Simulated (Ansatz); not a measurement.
Partial pair distribution functions of a relaxed model of amorphous Ti$_{20}$O$_{39}$Cl$_{2}$, broadened by 0.06 Å; density 3.50 g/cm³. Computed with PBE, scalar-relativistic without spin-orbit coupling (plane waves to 420 eV, PAW; Ansatz, a first-principles code).

Preparation: random packing, a CHGNet melt and quench, and a DFT relaxation. Anions were pushed apart under 1.9 Å during the dynamics, to hinder bonds among them. The hot cell started wider than the set density and was brought back towards it in steps. It is the lowest in DFT energy of 2 quenches. It is a model cell: composition and starting density were chosen by hand, and all elements were melted together. No dispersion term was used. Its density started from a set value of 3.54 and ended at 3.50 g/cm³. The quench (nominally 300 K/ps over its main leg) was far faster than any real one, so the model tends to hold more defects than a real film. One small periodic cell is one sample of the glass; other quenches scatter about these values. Volume and shape were free in the relaxation.

| r (Å) | g Ti-O | g Ti-Cl | g Ti-Ti | g O-O |
|---|---|---|---|---|
| 1.55 | 0.00 | 0.00 | 0.00 | 0.00 |
| 1.65 | 0.24 | 0.00 | 0.00 | 0.00 |
| 1.75 | 3.28 | 0.00 | 0.00 | 0.00 |
| 1.85 | 6.87 | 0.00 | 0.00 | 0.00 |
| 1.95 | 5.29 | 0.00 | 0.00 | 0.00 |
| 2.05 | 3.28 | 0.00 | 0.00 | 0.00 |
| 2.15 | 1.50 | 0.00 | 0.00 | 0.00 |
| 2.25 | 0.83 | 0.03 | 0.00 | 0.06 |
| 2.35 | 0.39 | 1.31 | 0.00 | 0.22 |
| 2.45 | 0.23 | 4.76 | 0.00 | 0.52 |
| 2.55 | 0.08 | 2.76 | 0.00 | 1.69 |
| 2.65 | 0.10 | 1.19 | 0.00 | 3.07 |
| 2.75 | 0.13 | 0.99 | 0.01 | 2.88 |
| 2.85 | 0.21 | 0.94 | 0.24 | 2.57 |
| 2.95 | 0.26 | 0.06 | 0.81 | 2.43 |
| 3.05 | 0.25 | 0.00 | 1.50 | 1.74 |
| 3.15 | 0.25 | 0.00 | 2.44 | 1.55 |
| 3.25 | 0.34 | 0.00 | 2.46 | 1.07 |
| 3.35 | 0.60 | 0.21 | 2.35 | 0.66 |
| 3.45 | 0.97 | 0.87 | 2.64 | 0.54 |
| 3.55 | 0.93 | 0.25 | 2.50 | 0.57 |
| 3.65 | 1.30 | 0.91 | 2.44 | 0.63 |
| 3.75 | 1.27 | 2.34 | 1.46 | 0.69 |
| 3.85 | 1.17 | 1.78 | 1.01 | 0.69 |
| 3.95 | 1.16 | 2.18 | 0.47 | 0.76 |
| 4.05 | 1.05 | 3.35 | 0.36 | 0.76 |
| 4.15 | 1.31 | 3.23 | 0.68 | 0.58 |
| 4.25 | 1.60 | 1.70 | 0.75 | 0.57 |
| 4.35 | 1.63 | 1.10 | 0.75 | 0.56 |
| 4.45 | 1.37 | 1.15 | 0.54 | 0.62 |
| 4.55 | 1.29 | 0.27 | 0.57 | 0.78 |

Within 2.54 Å each Ti has 5.20 O neighbours on average.
